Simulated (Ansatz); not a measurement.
## What biaxial strain −2.05 %, plane normal [001], relaxed out of plane does to TiO2

The parent structure is TiO₂ in the rutile structure (space group P4_2/mnm, No. 136; a = 4.597 Å, c = 2.954 Å). Axes: x, y, z lie along a, b, c of the conventional cell.

Modification: biaxial strain −2.05 %, plane normal [001], relaxed out of plane (Cartesian); in-plane vectors clamped, the third vector and the atoms free.

Method: DFT with r2SCAN, PAW potentials and a 500 eV plane-wave cutoff in Ansatz (a program for electronic structure), without spin-orbit coupling, earlier PAW set. k-mesh 7×7×11 (Γ-centred); smearing 0.05 eV (Fermi–Dirac).

| quantity | base | changed | shift |
|---|---|---|---|
| volume per atom | 10.41 Å³ | 10.13 Å³ | -0.28 Å³ |
| space group | P4_2/mnm (No. 136) | P4_2/mnm (No. 136) | – |
| shortest interatomic distance | 1.948 Å | 1.936 Å | -0.012 Å |
| pressure (mean of the normal stresses, compression positive) | 0.00 GPa | 5.63 GPa | +5.636 GPa |
| band gap | 2.22 eV | 2.24 eV | +0.02 eV |
| gap character | direct at Γ | direct at Γ | – |
| width of the top valence band | 1.65 eV | 1.69 eV | +0.04 eV |
| electron mass | 0.58 mₑ along c, 1.2 mₑ across (at Γ) | 0.60 mₑ out of plane, 1.2 mₑ in plane (at Γ) | – |
| hole mass | – | 2.1 mₑ out of plane, 1.8 mₑ in plane (at Γ) | – |
| valence-band top at Γ (three highest levels, from the VBM) | 0.00, -0.47, -0.47 eV | 0.00, -0.47, -0.47 eV | – |
| out-of-plane strain | – | +1.44 % | – |
| ratio −ε⊥/ε∥ | – | 0.70 | – |
| mean in-plane stress (compression positive) | – | +8.5 GPa | – |

Final structure (turned so that z lies along the plane normal):

```yaml
crystal:
  lattice:
    - [4.50309, 0.00000, 0.00000]
    - [0.00000, 4.50309, 0.00000]
    - [0.00000, 0.00000, 2.99695]
  atoms:
    - { symbol: Ti, position: [0.00000, 0.00000, 0.00000] }
    - { symbol: Ti, position: [0.50000, 0.50000, 0.50000] }
    - { symbol: O, position: [0.30407, 0.30407, 0.00000] }
    - { symbol: O, position: [0.80407, 0.19593, 0.50000] }
    - { symbol: O, position: [0.19593, 0.80407, 0.50000] }
    - { symbol: O, position: [0.69593, 0.69593, 0.00000] }
```

Effective masses come from finite differences of ±0.01 Å⁻¹. Whether these cells are dynamically stable was not tested. The final runs are not spin-polarised.
